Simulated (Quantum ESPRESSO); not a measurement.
Quantum ESPRESSO run on NaBi (P4/mmm, 2 atoms in the cell): self-consistent single point.

Method: PBEsol, SSSP 1.1.2 efficiency (PBE) pseudopotentials (plane waves; Quantum ESPRESSO).

The change in words: lattice scaled by 0.98. Reference geometry:
```
CELL_PARAMETERS angstrom
      3.40520     0.00000     0.00000
      0.00000     3.40520     0.00000
      0.00000     0.00000     4.86714
ATOMIC_POSITIONS crystal
  Na 0.50000 0.50000 0.50000
  Bi 0.00000 0.00000 0.00000
```

Reference input (self-consistent single point, DFT, PBEsol, plane waves, SSSP 1.1.2 efficiency (PBE) pseudopotentials): ecutwfc = 40 Ry; ecutrho = 320 Ry; occupations = smearing; smearing = fermi-dirac; degauss = 0.0073499 Ry; input_dft = pbesol; potentials = {Na: na_pbe_v1.5.uspp.F.UPF, Bi: Bi_pbe_v1.uspp.F.UPF}; K_POINTS = automatic 10 10 7 0 0 0; conv_thr = 1e-10 Ry; mixing_beta = 0.3. This run's input differs from it in these lines:

```diff
@@ -10,4 +10,4 @@
   ibrav = 6
-  A = 3.4052000000
-  C = 4.8671400000
+  A = 3.3370960000
+  C = 4.7697970000
   nat = 2
```

Log, with long lists cut:

```
     Self-consistent Calculation

     iteration #  1     ecut=    40.00 Ry     beta= 0.30

     negative rho (up, down):  4.418E-02 0.000E+00

     total energy              =    -279.98452279 Ry
     estimated scf accuracy    <       0.61130684 Ry

     iteration #  2     ecut=    40.00 Ry     beta= 0.30

     negative rho (up, down):  4.414E-02 0.000E+00

     total energy              =    -279.92797536 Ry
     estimated scf accuracy    <       0.13905647 Ry

     iteration #  3     ecut=    40.00 Ry     beta= 0.30

     negative rho (up, down):  4.493E-02 0.000E+00

     total energy              =    -279.95649550 Ry
     estimated scf accuracy    <       0.00518782 Ry

   [... 7 blocks of this kind left out ...]

     iteration # 11     ecut=    40.00 Ry     beta= 0.30

     negative rho (up, down):  4.515E-02 0.000E+00

     total energy              =    -279.95689343 Ry
     estimated scf accuracy    <          1.4E-10 Ry

     iteration # 12     ecut=    40.00 Ry     beta= 0.30

     negative rho (up, down):  4.515E-02 0.000E+00
     End of self-consistent calculation

     the Fermi energy is     8.1876 ev

!    total energy              =    -279.95689344 Ry
     estimated scf accuracy    <          1.2E-12 Ry
     smearing contrib. (-TS)   =      -0.00190770 Ry
     internal energy E=F+TS    =    -279.95498574 Ry

     convergence has been achieved in  12 iterations

     negative rho (up, down):  4.515E-02 0.000E+00

     Forces acting on atoms (cartesian axes, Ry/au):

     atom    1 type  1   force =     0.00000000    0.00000000    0.00000000
     atom    2 type  2   force =     0.00000000    0.00000000    0.00000000

     Total force =     0.000000     Total SCF correction =     0.000000

     negative rho (up, down):  4.515E-02 0.000E+00
          total   stress  (Ry/bohr**3)                   (kbar)     P=       14.15
   0.00011144   0.00000000   0.00000000           16.39        0.00        0.00
   0.00000000   0.00011144   0.00000000            0.00       16.39        0.00
   0.00000000   0.00000000   0.00006577            0.00        0.00        9.68

   JOB DONE.
```

The run converged in 12 iterations. Against the reference run the free energy rises by 7.0 meV/atom and the pressure goes from -0.72 to 1.42 GPa.

The starting cell comes from a database of computed structures (which also holds hypothetical and non-ambient phases and stackings), without a prior relaxation at this level. For this run, on top of that: lattice scaled by 0.98.

Cost on one core of a shared machine: roughly 40 s.
